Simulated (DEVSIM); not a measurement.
System: Al0.4Ga0.6As/GaAs n-p heterojunction, at 300 K.

```csv
layer (left to right),material,thickness (μm),Nd (cm⁻³),Na (cm⁻³),τn (s),τp (s)
1,Al0.4Ga0.6As,0.120,5.1e16,-,7.1e-10,7.1e-10
2,GaAs,2.40,-,5.1e15,7.1e-10,7.1e-10
```

Left contact: ohmic. Right contact: ohmic. Voltage is applied to the left contact. Recombination: SRH at mid-gap, radiative. Mobility is μmin + (μ − μmin)/(1 + (N/Nref)^α).

Constants are typed, rounded textbook-type inputs, not results; the design itself was drawn at random and stands for no fabricated device. Values at 300 K.

```
parameter      Al0.4Ga0.6As    GaAs
-------------  ------------  ------
gap (eV)             1.9228   1.424
affinity (eV)         3.754    4.07
permittivity          11.76    12.9
Nc (cm⁻³)           7.93e17  4.7e17
Nv (cm⁻³)              9e18    9e18
μn (cm²/Vs)            3220    8500
μp (cm²/Vs)             158     400
μn,min                  500     500
μp,min                   20      20
Nref,n                 6e16    6e16
Nref,p               1.5e17  1.5e17
αn                     0.39    0.39
αp                     0.38    0.38
B (cm³/s)             2e-10   2e-10
```

DEVSIM, 1D drift-diffusion, Boltzmann statistics, complete ionisation; no tunnelling, impact ionisation, image-force lowering or self-heating. Band offsets follow the typed affinities; no thermionic-emission limit at abrupt steps, no polarisation charge.

The doping Nd of layer 1 was swept, all else fixed.

| doping Nd of layer 1 (cm^-3) | dark forward voltage at 1 A/cm² (V) | largest field in the device at zero bias (V/cm) | dark forward voltage at 100 A/cm² (V) | potential step across the device at zero bias (V) |
|---|---|---|---|---|
| 1.5e15 | 0.959 | 39000 | 1.233 | 1.385 |
| 5.1e15 | 0.948 | 41000 | 1.192 | 1.416 |
| 1.5e16 | 0.943 | 43000 | [?] | 1.444 |
| 5.1e16 | 0.940 | 61000 | 1.104 | 1.476 |
| 1.5e17 | 0.939 | 100000 | 1.084 | 1.504 |

### Question
Some entries are withheld; supply them.

### Answer

- 1.5e16, dark forward voltage at 100 A/cm² (V): 1.150
